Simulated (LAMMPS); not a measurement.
MD of Co (hcp) at zero pressure over temperature, 900 atoms; each row names its start.

All values are model results, not measurements: classical MD, pair style meam, file MoCoNiVFeAlCr_2nn.meam (LAMMPS).

```
T (K), start                                                 state                    volume                  enthalpy   first peak of g(r)       coordination number                      D(Co)
-------------  ---------------------------------------------------  ------------------------  ------------------------  -------------------  ------------------------  -------------------------
100, crystal                   crystal; no diffusion seen in 30 ps  11.0858 ± 0.0001 Å³/atom  -4.3833 ± 0.0001 eV/atom  2.50 Å, height 14.4  12.0 (counted to 3.02 Å)                          -
200, crystal                   crystal; no diffusion seen in 30 ps  11.1216 ± 0.0002 Å³/atom  -4.3573 ± 0.0001 eV/atom  2.50 Å, height 10.4  12.0 (counted to 3.02 Å)                          -
300, crystal                   crystal; no diffusion seen in 30 ps  11.1582 ± 0.0002 Å³/atom  -4.3309 ± 0.0001 eV/atom   2.50 Å, height 8.6  12.0 (counted to 3.06 Å)                          -
1060, crystal                  crystal; no diffusion seen in 30 ps  11.4588 ± 0.0008 Å³/atom  -4.1254 ± 0.0005 eV/atom   2.50 Å, height 4.3  12.0 (counted to 3.10 Å)                          -
1330, crystal                  crystal; no diffusion seen in 30 ps  11.5811 ± 0.0006 Å³/atom  -4.0478 ± 0.0005 eV/atom   2.50 Å, height 3.8  12.1 (counted to 3.10 Å)                          -
1590, crystal                  crystal; no diffusion seen in 30 ps    11.714 ± 0.001 Å³/atom  -3.9689 ± 0.0007 eV/atom   2.49 Å, height 3.5  12.1 (counted to 3.14 Å)                          -
970, melt      slow or partial motion within 60 ps, no clear phase      11.68 ± 0.04 Å³/atom      -4.04 ± 0.01 eV/atom   2.49 Å, height 3.9  12.2 (counted to 3.14 Å)                          -
1410, melt                                                  liquid    12.137 ± 0.004 Å³/atom    -3.853 ± 0.001 eV/atom   2.43 Å, height 2.9  12.4 (counted to 3.30 Å)  (2.2 ± 0.1) × 10^-5 cm²/s
1590, melt                                                  liquid    12.308 ± 0.003 Å³/atom  -3.7864 ± 0.0009 eV/atom   2.42 Å, height 2.8  12.0 (counted to 3.26 Å)  (3.0 ± 0.2) × 10^-5 cm²/s
1770, melt                                                  liquid    12.478 ± 0.005 Å³/atom    -3.722 ± 0.001 eV/atom   2.41 Å, height 2.6  12.3 (counted to 3.34 Å)  (4.9 ± 0.1) × 10^-5 cm²/s
1940, melt                                                  liquid  12.6400 ± 0.0009 Å³/atom  -3.6641 ± 0.0005 eV/atom   2.38 Å, height 2.5  12.1 (counted to 3.34 Å)  (5.7 ± 0.1) × 10^-5 cm²/s
2210, melt                                                  liquid    12.891 ± 0.007 Å³/atom    -3.576 ± 0.002 eV/atom   2.39 Å, height 2.4  11.9 (counted to 3.34 Å)  (8.1 ± 0.3) × 10^-5 cm²/s
2480, melt                                                  liquid    13.159 ± 0.003 Å³/atom  -3.4882 ± 0.0008 eV/atom   2.41 Å, height 2.3  11.6 (counted to 3.34 Å)  (9.7 ± 0.3) × 10^-5 cm²/s
```

Measured linear expansion coefficient: 13 1e-6/K at 293 K (Kaye and Laby Online (NPL), 2.3.5 Thermal expansion).

Measured melting point: 1768 K (Wikipedia, Melting points of the elements (data page)).

Caution (rows 1060, crystal; 1330, crystal; 1590, crystal): in nature this polymorph isn't the stable one over the whole range of temperature at this pressure, and short runs keep a crystal in its starting form.

Caution (row 970, melt): enthalpy drifts during the constant-pressure average: a transition or slow ageing; fluctuation values are void.

Caution (row 1410, melt): this liquid lies under the melting point of about 1620 K that MEAM MoCoNiVFeAlCr_2nn.meam gives, so it is undercooled.

From the crystal rows between 100 and 300 K, estimate the mean linear expansion coefficient and the heat capacity. The slope of ln V over three gives 11 × 10^-6 /K, and dH/dT = 3.0 kB/atom. Nuclei are classical here, so the heat capacity stays near 3 kB/atom, where a real crystal's falls off below its Debye temperature.

Fit an Arrhenius law to the diffusion of Co in the liquid. ln D against 1/T from 1410 to 2480 K gives an activation energy of 0.43 eV and D0 = 0.00075 cm²/s.

States go by the mean squared displacement: a species diffuses where it passes 1.5 Å², still rises and gives D over 1e-6 cm²/s; a crystal has left its structure where atoms lie 0.35 Å off their sites on average or a cubic box changes its shape by 3 %, or the axial ratios of another lie 8 % off the starting cell's, which the potential's own relaxation can also do.

Errors of D are the spread over four groups of atoms in one short run; a floor of about 5 %, a picked value, is safer.

The ± values are statistical; the model's systematic error is not in them.
